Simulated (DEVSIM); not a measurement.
Device: abrupt Si n-p junction, at 300 K.

```tsv
layer (left to right)	material	thickness (μm)	Nd (cm⁻³)	Na (cm⁻³)	τn (s)	τp (s)
1	Si	20.0	3e17	-	1.5e-6	1.5e-6
2	Si	5.40	-	1.7e15	1.5e-6	1.5e-6
```

Left contact: ohmic. Right contact: ohmic. Voltage is applied to the left contact. Recombination: SRH at mid-gap, Auger. Mobility is μmin + (μ − μmin)/(1 + (N/Nref)^α).

Constants are typed, rounded textbook-type inputs, not results; the design itself was drawn at random and stands for no fabricated device. Values at 300 K.

```csv
parameter,Si
gap (eV),1.124
affinity (eV),4.05
permittivity,11.7
Nc (cm⁻³),2.86e19
Nv (cm⁻³),3.1e19
μn (cm²/Vs),1417
μp (cm²/Vs),470
"μn,min",52
"μp,min",45
"Nref,n",9.7e16
"Nref,p",2.2e17
αn,0.68
αp,0.72
Cn (cm⁶/s),2.8e-31
Cp (cm⁶/s),9.9e-32
```

DEVSIM, 1D drift-diffusion, Boltzmann statistics, complete ionisation; no tunnelling, impact ionisation, image-force lowering or self-heating.

The doping Na of layer 2 was swept, all else fixed.

```json
[
 {"doping Na of layer 2 (cm^-3)": "5.1e13", "largest field in the device at zero bias (V/cm)": "30000", "dark forward voltage at 1 A/cm² (V)": "0.463", "dark forward voltage at 100 A/cm² (V)": "0.680", "potential step across the device at zero bias (V)": "0.662"},
 {"doping Na of layer 2 (cm^-3)": "1.7e14", "largest field in the device at zero bias (V/cm)": "30000", "dark forward voltage at 1 A/cm² (V)": "0.487", "dark forward voltage at 100 A/cm² (V)": "0.684", "potential step across the device at zero bias (V)": "0.693"},
 {"doping Na of layer 2 (cm^-3)": "5.1e14", "largest field in the device at zero bias (V/cm)": "31000", "dark forward voltage at 1 A/cm² (V)": "(withheld)", "dark forward voltage at 100 A/cm² (V)": "(withheld)", "potential step across the device at zero bias (V)": "0.721"},
 {"doping Na of layer 2 (cm^-3)": "1.7e15", "largest field in the device at zero bias (V/cm)": "34000", "dark forward voltage at 1 A/cm² (V)": "0.544", "dark forward voltage at 100 A/cm² (V)": "0.700", "potential step across the device at zero bias (V)": "0.753"},
 {"doping Na of layer 2 (cm^-3)": "5.1e15", "largest field in the device at zero bias (V/cm)": "41000", "dark forward voltage at 1 A/cm² (V)": "0.575", "dark forward voltage at 100 A/cm² (V)": "0.719", "potential step across the device at zero bias (V)": "0.781"},
 {"doping Na of layer 2 (cm^-3)": "1.7e16", "largest field in the device at zero bias (V/cm)": "63000", "dark forward voltage at 1 A/cm² (V)": "0.609", "dark forward voltage at 100 A/cm² (V)": "0.745", "potential step across the device at zero bias (V)": "0.812"},
 {"doping Na of layer 2 (cm^-3)": "5.1e16", "largest field in the device at zero bias (V/cm)": "100000", "dark forward voltage at 1 A/cm² (V)": "0.643", "dark forward voltage at 100 A/cm² (V)": "0.776", "potential step across the device at zero bias (V)": "0.840"}
]
```

Task: Some entries are withheld; supply them.

Result: 
- 5.1e14, dark forward voltage at 1 A/cm² (V): 0.514
- 5.1e14, dark forward voltage at 100 A/cm² (V): 0.689
